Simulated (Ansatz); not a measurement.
System: LaN (model structure, started from the zincblende type, F-43m, No. 216, 2 atoms in the cell). Method: HSE06 (Ansatz, an electronic-structure program, PAW).

Settings: plane-wave cutoff 520 eV, 8×8×8 k mesh, scalar-relativistic PAW data made under PBE.

Computed at the level's own relaxed cell.

Elastic tensor (GPa, Voigt notation, ions relaxed):

```
  106.3    85.6    85.6     0.0     0.0     0.0
   85.6   106.3    85.6     0.0     0.0     0.0
   85.6    85.6   106.3     0.0     0.0     0.0
    0.0     0.0     0.0    35.0     0.0     0.0
    0.0     0.0     0.0     0.0    35.0     0.0
    0.0     0.0     0.0     0.0     0.0    35.0
```

Worked from these constants: the tetragonal shear constant is C′ = (C11 − C12)/2 = 10.4 GPa against C44 = 35.0 GPa, so the tetragonal shear is the softer. The Zener ratio C44/C′ is 3.37 (1 for an isotropic solid), and the Cauchy pressure C12 − C44 is 50.6 GPa. With C11 + 2C12 = 277.5 GPa all three Born conditions hold; they don't test modes at the zone boundary.

Note: the relaxation could raise the start's symmetry but not lower it, so the cell can be a saddle point.

Static lattice: no zero-point or thermal effects.

A model structure was made by putting elements into a prototype or built by hand; it is no filed structure, need not be a known phase, and can be a saddle point held by its symmetry.
